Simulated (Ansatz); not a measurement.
**SrTiO3: energy against strain**

SrTiO3 (cubic perovskite, Pm-3m, 11.783 Å³/atom at rest) under an equal strain ε in the (111) plane with the normal axis free, as in a coherent film. PBEsol in Ansatz, a plane-wave DFT program (PAW, default set), 420 eV, 9×9×9 Γ-centred mesh, Fermi-Dirac smearing 0.05 eV; ions are relaxed within the symmetry of each cell.

Here s stands for strain and y for E less E0.

| strain (%) | E less E0 (meV/atom) |
|---|---|
| -1.00 | 2.80 |
| -0.50 | 0.67 |
| 0.00 | 0.00 |
| 0.50 | 0.67 |
| 1.00 | 2.71 |
| 2.50 | ? |

Q: Fit y against s with a parabola, and predict the withheld value at s = 2.50.

A: Least squares gives y = -0.013 - 0.0360·s + 2.7657·s². Residuals (row less fit): 0.011, -0.026, 0.013, 0.010, -0.007; standard error 0.024 (degrees of freedom: 2). Twice the quadratic coefficient over the volume, 2 × 2.7657 meV × 10⁴ × 0.1602 / 11.783 Å³, is twice the biaxial elastic modulus of this plane = 752 ± 7 GPa. At the withheld row, y = -0.013 - 0.0360 × 2.5 + 2.7657 × 2.5² = 17.183 meV/atom. The calculation gives 16.55 meV/atom, 0.633 meV/atom below the prediction (3.8 % of the range of y in the table). The row lies outside the fitted rows, so this is an extrapolation. From the scatter of the fitted rows alone, a prediction at this place has a standard error of 0.153 meV/atom, so the miss is 4.1 times that.

One order more, fitted to all 11 runs of the series, follows each within 0.02, so the miss is the next term of a smooth law. The primitive cell can neither tilt nor turn polar against its symmetry, as such crystals can under strain. SrTiO3 is here the ideal cubic form; the compound distorts at low or room temperature. Rows are the converged runs of the series near zero and its far end; series whose fitted rows scatter by over a few per cent of the range, as at a crossing or softening among them, aren't shown in this form. Most that stay on the fit to the last digits aren't either.
